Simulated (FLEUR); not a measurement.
Worked example: self-consistent single point of LaSi3Os (I4mm, 5 atoms in the cell) in FLEUR.

Level of theory: PBEsol, all-electron FLAPW (FLEUR), scalar-relativistic valence run with FLEUR.

```yaml
crystal:
  lattice:
    - [-2.14294, 2.14294, 4.98994]
    - [2.14294, -2.14294, 4.98994]
    - [2.14294, 2.14294, -4.98994]
  atoms:
    - { symbol: La, position: [0.99856, 0.99856, 0.00000] }
    - { symbol: Si, position: [0.41925, 0.41925, 0.00000] }
    - { symbol: Si, position: [0.26042, 0.76042, 0.50000] }
    - { symbol: Si, position: [0.76042, 0.26042, 0.50000] }
    - { symbol: Os, position: [0.65535, 0.65535, 0.00000] }
```

Reference input (self-consistent single point, DFT, LDA (Vosko-Wilk-Nusair), all-electron FLAPW (FLEUR), scalar-relativistic valence): Kmax = 4 1/bohr; GmaxXC = 16 1/bohr; xcFunctional = vwn; jspins = 1; l_soc = F; mode = gauss; fermiSmearingEnergy = 0.00367493 Htr; mesh (inpgen div1-3) = 8 8 8; inpgen gamma flag = true; Gmax = 16 1/bohr; numbands = 0; maxIterBroyd = 15. This run's input differs from it in these lines:

```diff
@@ -17,3 +17,3 @@
 &comp jspins=1 /
-&exco xctyp='vwn' /
+&exco xctyp='PBEs' /
 &kpt div1=8 div2=8 div3=8 gamma=t /
@@ -30,3 +30,3 @@
       <coreElectrons ctail="T" frcor="F" kcrel="0" coretail_lmax="0"/>
-      <xcFunctional name="vwn" relativisticCorrections="F"/>
+      <xcFunctional name="PBEs" relativisticCorrections="F"/>
       <magnetism jspins="1"/>
```

Log, with long lists cut:

```
 Iteration:     1   Distance:       8.28226167 me/bohr^3
 Iteration:     2   Distance:       7.56204333 me/bohr^3
 Iteration:     3   Distance:       5.96106245 me/bohr^3
 Iteration:     4   Distance:       2.99760329 me/bohr^3
 Iteration:     5   Distance:       3.19055227 me/bohr^3
   [... 13 lines left out ...]
 Iteration:    19   Distance:       0.00007293 me/bohr^3
 Iteration:    20   Distance:       0.00003040 me/bohr^3
 Iteration:    21   Distance:       0.00002628 me/bohr^3
 Iteration:    22   Distance:       0.00000615 me/bohr^3
 Reset of history
 Run finished successfully
 Stop message:
   Structural relaxation: new displacements generated

[file out, last iteration]
             iter=     23
[...]
          total density-effective poten   -4.5863783026E+04
          total charge density-energy d   -5.9820111409E+02
 Updated energy parameters for spin:           1
[...]
 fermi energy and band-weighting factors:

[...]
FERMIE:
          first approx. to ef    (T=0)  :   0.420518 htr   (energy of the highest occ. eigenvalue)
          number of occ. states  (T=0)  :       1089
          first approx. to seigv (T=0)  :  -3.553272 htr
          sum of weights of occ. states :  18.513672
          sum of semicore charge        :   0.000000 e
          fermi energy=   0.42100 har   work function= -11.45597 ev
          number of valence electrons=  36.99999
   [... lines left out ...]
          total moment                 =     0.00000
 Direct bandgap for spin            1 :    2.6921311903950751E-003  Htr
 ---->    free energy=                    -26640.0993842838 htr
   [... lines left out ...]
 TOTAL FORCE FOR ATOM TYPE=  2  X=  0.000   Y=  0.000   Z=  7.907
                       FX_TOT= 0.000000 FY_TOT= 0.000000 FZ_TOT=-0.000559
 TOTAL FORCE FOR ATOM TYPE=  3  X=  0.000   Y=  4.050   Z= -4.518
                       FX_TOT= 0.000000 FY_TOT= 0.000000 FZ_TOT= 0.000729
 TOTAL FORCE FOR ATOM TYPE=  4  X=  0.000   Y=  0.000   Z= -6.500
                       FX_TOT= 0.000000 FY_TOT= 0.000000 FZ_TOT=-0.000206
```

The run converged in 22 iterations. FLEUR gives forces in its relaxation mode, with a further iteration, so its stop message speaks of a relaxation. Against the reference run the largest force goes from 0.095 to 0.037 eV/Å.

The starting cell comes from a database of computed structures (which also holds hypothetical and non-ambient phases and stackings), without a prior relaxation at this level. Spin-orbit coupling is off. Spin polarisation is off. Values depend on the basis (sphere radii, cutoffs, local orbitals), which need not be converged. The log's line on a gap gives a spacing of levels on this mesh, which the program prints for metals too.

Cost on one core of a shared machine: roughly 7 min.
